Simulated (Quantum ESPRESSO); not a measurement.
Habitual settings against a tight run: SiSbPt5 (P4/mmm, 7 atoms in the cell)

Self-consistent single point.

```
CELL_PARAMETERS angstrom
      4.06792     0.00000     0.00000
      0.00000     4.06792     0.00000
      0.00000     0.00000     7.40328
ATOMIC_POSITIONS crystal
  Si 0.00000 0.00000 0.50000
  Sb 0.50000 0.50000 0.00000
  Pt 0.00000 0.50000 0.30040
  Pt 0.00000 0.50000 0.69960
  Pt 0.50000 0.00000 0.30040
  Pt 0.50000 0.00000 0.69960
  Pt 0.00000 0.00000 0.00000
```

Level of theory: LDA (PZ), GBRV 1.5 ultrasoft (LDA) pseudopotentials (plane waves; Quantum ESPRESSO).

Base settings: ecutwfc = 40 Ry; ecutrho = 320 Ry; occupations = smearing; smearing = fd; degauss = 0.0099958 Ry; potentials = {Si: si_lda_v1.uspp.F.UPF, Sb: sb_lda_v1.4.uspp.F.UPF, Pt: pt_lda_v1.4.uspp.F.UPF}; K_POINTS = automatic 7 7 4 0 0 0; conv_thr = 1e-11 Ry; mixing_beta = 0.3.

Tight run (finer mesh or higher cutoff; not a proven limit): ecutwfc: 40 Ry → 56 Ry; ecutrho: 320 Ry → 448 Ry; conv_thr: 1e-11 Ry → 7.3e-11 Ry; K_POINTS: automatic 7 7 4 0 0 0 → automatic 10 10 6 0 0 0. It gave Fermi level (on the code's own zero) 17.08 eV; pressure -19.75 GPa; largest force (vector length) 0.145 eV/Å.

Quick runs, as changes from the base:
- A: the base itself
- B: ecutwfc: 40 Ry → 35 Ry; ecutrho: 320 Ry → 280 Ry; smearing: fd → cold; degauss: 0.0099958 Ry → 0.019992 Ry; conv_thr: 1e-11 Ry → 7.3e-05 Ry; pseudopotentials: {Si: si_lda_v1.uspp.F.UPF, Sb: sb_lda_v1.4.uspp.F.UPF, Pt: pt_lda_v1.4.uspp.F.UPF} → {Si: Si.pbe-n-rrkjus_psl.1.0.0.UPF, Sb: sb_pbe_v1.4.uspp.F.UPF, Pt: pt_pbe_v1.4.uspp.F.UPF}; K_POINTS: automatic 7 7 4 0 0 0 → automatic 4 4 4 1 1 1; input_dft: default → pbesol [PBEsol]
- C: ecutwfc: 40 Ry → 32 Ry; ecutrho: 320 Ry → 256 Ry; smearing: fd → cold; degauss: 0.0099958 Ry → 0.036749 Ry; K_POINTS: automatic 7 7 4 0 0 0 → automatic 6 6 6 0 0 0
- D: ecutwfc: 40 Ry → 24 Ry; ecutrho: 320 Ry → 192 Ry; smearing: fd → gauss; conv_thr: 1e-11 Ry → 7.3e-06 Ry; K_POINTS: automatic 7 7 4 0 0 0 → automatic 6 6 6 1 1 1
- E: K_POINTS: automatic 7 7 4 0 0 0 → automatic 4 4 4 0 0 0
- F: ecutwfc: 40 Ry → 20 Ry; ecutrho: 320 Ry → 160 Ry; smearing: fd → gauss; degauss: 0.0099958 Ry → 0.0147 Ry; K_POINTS: automatic 7 7 4 0 0 0 → automatic 8 8 8 1 1 1

Energies are extrapolated to zero smearing width, which holds to low order in the width alone (under cold and Methfessel-Paxton smearing the free energy itself is taken).

Dashes: energy of B, another energy zero; pressure of B, D, not trusted under this conv_thr with d or f elements.

† marks runs with another functional, U, potentials or spin treatment: their distance from the tight run is not a convergence error alone.

The count of work is k-points × plane waves × bands × iterations; it is no time. Core times come from one kind of shared machine and are given to one figure; runs under 30 s give none.

The starting cell comes from a database of computed structures (which also holds hypothetical and non-ambient phases and stackings), without a prior relaxation at this level. Its lattice was rescaled by a random factor within 2.5 % of one. Spin polarisation is off. In the base run, with a pressure of about -20 GPa the cell is away from its equilibrium volume at this level.

| run | energy less tight (meV/atom) | pressure less tight (GPa) | largest miss in a force vector (eV/Å) | count of work / tight | core time / tight (rough) |
|---|---|---|---|---|---|
| A | 17.7 | -0.45 | 0.003 | 0.24 | 0.3 |
| B† | – | – | 0.021 | 0.021 | 0.06 |
| C | 45.4 | -2.97 | 0.018 | 0.22 | 0.2 |
| D | 1496.4 | – | 0.019 | 0.040 | 0.06 |
| E | 23.2 | -0.48 | 0.009 | 0.14 | 0.2 |
| F | 6909.3 | -308.74 | 0.233 | 0.11 | 0.1 |

Among the runs at the tight run's level, the energy misses run from 17.7 to 6909.3 meV/atom.
